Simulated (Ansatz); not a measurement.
Take W in the bcc (W type) structure (space group Im-3m, No. 229; a = 3.1688 Å; relaxed with 0.1 eV smearing) as the base.

Computed with Ansatz (a first-principles code) r2SCAN, no spin-orbit coupling.

Base values:

| Item | Value |
|---|---|
| Pressure | 0.0 GPa |
| Band gap | zero |

The change: the cell is scaled by 0.9654 in all directions; the atoms relax in the strained cell.

Q: What happens to the energy relative to the base, pressure and band gap?

A: The energy increases by 190 meV/atom; the pressure goes from zero to 41.8 GPa; the band gap remains zero.

Stability against distortions was not tested. All final runs are without spin polarisation.
